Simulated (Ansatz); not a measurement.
Input and output of a relaxation of cell and atoms for SrNiF6 (R-3m, 8 atoms in the cell) (Ansatz, a quantum-chemistry and plane-wave program).

Method: PBEsol, PAW files made with PBE (plane waves; Ansatz).

```yaml
crystal:
  lattice:
    - [3.63099, 2.09635, 2.25259]
    - [-3.63099, 2.09635, 2.25259]
    - [0.00000, -4.19270, 2.25259]
  atoms:
    - { symbol: Sr, position: [0.50000, 0.50000, 0.50000] }
    - { symbol: Ni, position: [0.00000, 0.00000, 0.00000] }
    - { symbol: F, position: [0.72210, 0.72210, 0.06795] }
    - { symbol: F, position: [0.27790, 0.27790, 0.93205] }
    - { symbol: F, position: [0.06795, 0.72210, 0.72210] }
    - { symbol: F, position: [0.93205, 0.27790, 0.27790] }
    - { symbol: F, position: [0.72210, 0.06795, 0.72210] }
    - { symbol: F, position: [0.27790, 0.93205, 0.27790] }
```

Reference input (self-consistent single point, DFT, PBEsol, plane waves, PAW files made with PBE): basis.ecutwfc = 420 eV; kpoints.mp_grid.grid = 5 5 5; hamiltonian.xc = pbesol; hamiltonian.pseudopotentials = {kind: paw} (the program's default PAW files); scf.occupations.method = fixed. This run's input differs from it in these lines:

```diff
@@ -24,2 +24,4 @@
   occupations: { method: fixed }
+relax:
+  cell: {}
 output:
```

Output, abridged:

```
   [... SCF lines of the steps left out ...]
relax step   1: F+E_penalty+E_count = -14102.52162884 eV  Δ(F+E_penalty+E_count) = +0.000e0 eV  max|allowed force component| = 5.565e-1 eV/Å  Δτ_max = 0.0000 Å  P = -6.109 GPa  Ω = 102.878 Å³  (13 SCF iters, dr2 threshold 1.00e-7 eV, accepted)
relax step   2: F+E_penalty+E_count = -14102.63326495 eV  Δ(F+E_penalty+E_count) = -1.116e-1 eV  max|allowed force component| = 3.989e-1 eV/Å  Δτ_max = 0.0297 Å  P = -1.344 GPa  Ω = 95.948 Å³  energy of the carried Pulay correction = +2.063e-2 eV  [...]
   [... lines left out ...]
relax step   6: F+E_penalty+E_count = -14102.65635572 eV  Δ(F+E_penalty+E_count) = -1.684e-3 eV  max|allowed force component| = 1.587e-3 eV/Å  Δτ_max = 0.0030 Å  P = -0.013 GPa  Ω = 96.715 Å³  energy of the carried Pulay correction = +1.275e-3 eV  [...]
relax step   7: F+E_penalty+E_count = -14102.65504658 eV  Δ(F+E_penalty+E_count) = +1.309e-3 eV  max|allowed force component| = 1.719e-3 eV/Å  Δτ_max = 0.0000 Å  P = -0.030 GPa  Ω = 96.715 Å³  stress off target by 4.49e-2 GPa  SCF on the basis [...]
basis re-selected at this cell: Δ(F+E_penalty+E_count) = +1.309e-3 eV, ΔP = -0.018 GPa vs the last step
the relaxation is at rest under the 12 symmetry operations that the run kept from its start: a minimum is not shown …
Free energy (F): -14102.655047 eV
Internal energy: -14102.655047 eV  (E = F + TS)
E sigma→0 (E₀):  -14102.655047 eV
Fermi energy:    3.984292 eV
--- Forces (eV/Å), atoms counted from 1 ---
  atom   1  Sr    -0.00000000    -0.00000000     0.00000000
  atom   2  Ni     0.00000000     0.00000000    -0.00000000
   [... lines left out ...]
  cell:  # Å, volume = 96.7148 Å³
   [... lines left out ...]
    - { symbol: F, position: [0.065467181578997, 0.7214784024131506, 0.7214784024131506] }
    - { symbol: F, position: [0.9345328184210033, 0.2785215975868495, 0.2785215975868496] }
    - { symbol: F, position: [0.7214784024131506, 0.065467181578997, 0.7214784024131506] }
    - { symbol: F, position: [0.2785215975868495, 0.9345328184210033, 0.2785215975868496] }
```

The run converged. 

Summary of the result:
| Item | Value |
|---|---|
| Free energy E − TS (on the zero of these files) | -14102.6550 eV |
| Top of the valence band (on the code's own zero) | 3.98 eV |
| Gap on the k-point mesh | 1.36 eV |
| Pressure | -0.03 GPa |
| Largest force (vector length) | 0.002 eV/Å |
| Final cell | a = b = c = 4.667 Å, α = β = γ = 99.70° |
| Final volume per atom | 12.09 Å³ |
| Relaxation steps | 7 |

The starting cell comes from a database of computed structures (which also holds hypothetical and non-ambient phases and stackings), without a prior relaxation at this level. Its lattice was rescaled by a random factor within 2.5 % of one. The relaxation keeps the symmetry of its start, so its end need not be a minimum. Ansatz's pressure includes its estimate of the finite-basis (Pulay) stress.

Cost on one core of a shared machine: roughly 40 s.

Keys are those of Ansatz 0.2.
